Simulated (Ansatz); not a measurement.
Start from Ga$_{2}$O$_{3}$ in the corundum structure (space group R-3c, No. 167; a = 5.058 Å, c = 13.624 Å (hexagonal axes)).

(Cell as relaxed with PBE.)

Levels (all Ansatz, a quantum-chemistry and plane-wave program, PAW, earlier PAW set): PBE (420 eV, spin-orbit coupling left out); r2SCAN (500 eV, no SOC).

Each level relaxes its own structure.

```csv
base,PBE,r2SCAN
volume per atom,10.06 Å³,9.64 Å³
lattice parameter a,5.058 Å,4.985 Å
band gap,2.41 eV,3.57 eV
```

The change: an isotropic linear strain of −1.21 %; the atoms relax in the strained cell.

```tsv
quantity	PBE	r2SCAN
shift of the gap caused by the change	+0.38 eV	[?]
band gap	2.79 eV	[?]
pressure (mean of the normal stresses, compression positive)	79.5 kbar	[?]
energy relative to the base (free energy F)	+8.7 meV/atom	[?]
gap character	indirect, Γ–S₀ (50 % along) → Γ	[?]
```

**Question.** Predict the r2SCAN column.

**Answer.** 
- shift of the gap caused by the change, r2SCAN: +0.42 eV
- band gap, r2SCAN: 3.98 eV
- pressure (mean of the normal stresses, compression positive), r2SCAN: 93.3 kbar
- energy relative to the base (free energy F), r2SCAN: +9.7 meV/atom
- gap character, r2SCAN: indirect, Γ–S₀ (50 % along) → Γ

PBE's shift of the gap caused by the change lies 0.04 eV below r2SCAN's; PBE's band gap lies 1.19 eV below r2SCAN's; PBE's pressure lies 13.75 kbar below r2SCAN's; PBE's energy relative to the base lies 1.1 meV/atom below r2SCAN's; the two agree on the gap character. Neither level is exact; r2SCAN is the comparison here, not a measurement.

No phonon test of stability was made.
